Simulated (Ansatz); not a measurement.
Consider SiSe2 (space group Ibam, No. 72; a = 6.301 Å, b = 9.302 Å, c = 5.856 Å; made of chains).

All numbers come from plane-wave PAW DFT at the PBEsol level (Ansatz, a quantum-chemistry and plane-wave program, 420 eV), scalar-relativistic without spin-orbit coupling.

One change was made to it. Results:

The band gap drops by 0.21 eV, from 1.65 eV to 1.44 eV; the shortest interatomic distance drops by 0.0023 Å (2.289 Å → 2.286 Å); the width of the top valence band grows by 0.057 eV to 0.82 eV.

Question: Name the change that was made.
A) pressure 0.7 GPa
B) pressure 7.5 GPa
C) pressure 10 GPa
D) pressure 0.3 GPa

Answer: A, pressure 0.7 GPa. For comparison, the band gap in the other runs: pressure 7.5 GPa gives 0.73 eV; pressure 0.3 GPa gives 1.55 eV; pressure 10 GPa gives 0.58 eV.

Load acts through the strain it causes; cell and atoms are relaxed under it. No phonon test of stability was made. Competing high-pressure phases were not computed. No dispersion term is included in the PBEsol runs.
